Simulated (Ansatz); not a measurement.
Base system: GaSb in the zinc blende structure (space group F-43m, No. 216; a = 6.111 Å). Axes: x, y, z lie along the cube axes.

The values are results of PBEsol (Ansatz, a first-principles code; PAW; 420 eV plane waves; no spin-orbit coupling), not measurements.

For the base:

- Pressure: 0.0 GPa
- Shortest interatomic distance: 2.646 Å
- Band gap: zero

One thing is altered: uniaxial strain ε_zz = +0.50 %, all other strain components held at zero, atoms relaxed at fixed cell.

### Question
Estimate the effect on the pressure, shortest interatomic distance, energy relative to the base and band gap.

### Answer
The pressure (mean of the normal stresses, compression positive) goes from zero to -0.3 GPa; the shortest interatomic distance goes up by 0.0044 Å (2.646 Å → 2.651 Å); the energy is nearly the same; the band gap is still zero.

With Sb present, leaving out spin-orbit coupling can change the band edges. Stability against distortions was not tested. The final runs are not spin-polarised. A zero or small gap of GaSb can be the functional's error rather than a property of the material.
